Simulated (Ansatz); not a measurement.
**TlBr: x(Sb) = 0.75, 8 atoms, I4/mmm**

The parent structure is TlBr in the CsCl type structure (space group Pm-3m, No. 221; a = 3.915 Å).

The other end (x = 1) is SbBr in the CsCl type structure (space group Pm-3m, No. 221; a hypothetical phase, not in the database extracts checked): 25.30 Å³/atom, gap zero; this end may not be an ambient phase.

Modification: Sb replaces 75.0 % of the Tl, ordered in a cell of 8 atoms (starting symmetry I4/mmm) and fully relaxed.

The values are results of Ansatz (an electronic-structure program), PBEsol, PAW, cutoff 420 eV, without spin-orbit coupling, earlier PAW set, not measurements. Γ-centred 12×12×12 mesh, Fermi–Dirac width 0.05 eV, for the changed cell.

```json
[
 {"quantity": "volume per atom", "base": "29.99 Å³", "changed": "30.32 Å³", "shift": "+0.33 Å³"},
 {"quantity": "density", "base": "7.87 g/cm³", "changed": "6.09 g/cm³", "shift": "-1.78 g/cm³"},
 {"quantity": "shortest interatomic distance", "base": "3.390 Å", "changed": "2.839 Å", "shift": "-0.551 Å"},
 {"quantity": "band gap", "base": "1.59 eV", "changed": "zero", "shift": "–"},
 {"quantity": "mixing energy (to 0.01 eV only: unlike meshes or grids) (against an end that may be hypothetical)", "base": "–", "changed": "-0.13 eV/atom", "shift": "–"},
 {"quantity": "deviation of the volume from the linear (Vegard-type) interpolation", "base": "–", "changed": "+14.5 %", "shift": "–"}
]
```

These are small ordered cells, not random alloys; other orderings at the same x differ. With Tl present, leaving out spin-orbit coupling can change the band edges. Whether these cells are dynamically stable was not tested. The final runs are not spin-polarised.
